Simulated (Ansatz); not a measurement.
**Response to strain in Re**

Take Re in the hcp (Mg type) structure (space group P6_3/mmc, No. 194; a = 2.7764 Å, c = 4.4809 Å; relaxed with 0.1 eV smearing) as the base. Axes: x lies along a and z along c of the hexagonal cell.

Strains are applied to the cell and any free atomic positions relax.

Level of theory: PBE (Ansatz, a quantum-chemistry and plane-wave program, PAW, without spin-orbit coupling).

Notes on the quantities. energy relative to the base: free energy F; pressure: mean of the normal stresses, compression positive.

```csv
variant,energy relative to the base,pressure,shortest interatomic distance
base,0 meV/atom,0.0 GPa,2.755 Å
uniaxial strain ε_zz = −3.00 %,+29 meV/atom,12.3 GPa,2.700 Å
uniaxial strain ε_zz = −2.50 %,___,10.0 GPa,2.709 Å
uniaxial strain ε_zz = −2.00 %,+13 meV/atom,7.9 GPa,2.719 Å
uniaxial strain ε_zz = −1.00 %,+3.1 meV/atom,3.8 GPa,___
uniaxial strain ε_zz = +0.50 %,+0.8 meV/atom,___,2.764 Å
uniaxial strain ε_zz = +1.00 %,+3.0 meV/atom,-3.5 GPa,2.773 Å
uniaxial strain ε_zz = +2.00 %,+12 meV/atom,-6.8 GPa,2.776 Å
uniaxial strain ε_zz = +2.50 %,+18 meV/atom,-8.3 GPa,2.776 Å
uniaxial strain ε_zz = +3.00 %,+26 meV/atom,-9.8 GPa,2.776 Å
```

**Question.** Fill in the withheld entries from the trend.

**Answer.** 
- uniaxial strain ε_zz = −2.50 %, energy relative to the base: +20 meV/atom
- uniaxial strain ε_zz = −1.00 %, shortest interatomic distance: 2.737 Å
- uniaxial strain ε_zz = +0.50 %, pressure: -1.8 GPa

No phonon test of stability was made. The final runs are not spin-polarised.
